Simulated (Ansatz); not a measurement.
## TiC, response to strain

Consider TiC in the rock salt structure (space group Fm-3m, No. 225; a = 4.328 Å; relaxed with 0.1 eV smearing). Axes: x, y, z lie along the cube axes.

Strains are applied to the cell and any free atomic positions relax; under biaxial strain the out-of-plane vector relaxes too.

Method: Ansatz (a program for electronic structure) r2SCAN, no spin-orbit coupling.

```tsv
biaxial strain, plane normal [001], relaxed out of plane (%)	out-of-plane strain (%)
0	0.00
0.5	-0.24
1	?
1.5	-0.70
2	-0.93
2.5	-1.14
3	-1.35
```

Question: Fit ε⊥ = −νε + γε² (strains in %) to the rows shown and predict the withheld row.

Answer: Least squares on the printed values gives ν = 0.49 (the biaxial Poisson response) and γ = 0.012 (largest residual 0.00 %); this predicts -0.48 %, and the run gives -0.48 %, in agreement.

Whether these cells are dynamically stable was not tested. The final runs are not spin-polarised.
